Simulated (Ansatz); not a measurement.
A constructed model of the (111) surface of fcc Ir, a layer of Pd in place of the third plane (bottom of the slab: a bare face, its two planes held)

All values below come from PBE (plane waves to 420 eV, PAW; Ansatz, a first-principles code).

Model: 6-atom slab, 11.2 Å thick at the start with caps and adatoms (thin: gaps and levels are the slab's own), 16x16x1 mesh, Fermi-Dirac 0.1 eV, dipole correction, 2 atoms held, the rest relaxed; held to the start's symmetry, so lower structures may exist; no spin, no spin-orbit, no U. In PBE it is, or lies within 0.01 eV a 1x1 cell of, the lowest of the 2 structures of its composition computed so far; subsurface sites and larger cells were not tried.

```
Item                                              Value
-----------------------------  ------------------------
work function of the top face                   5.52 eV
energy released by relaxation                  0.075 eV
cost                           roughly 2.6 core-minutes
```
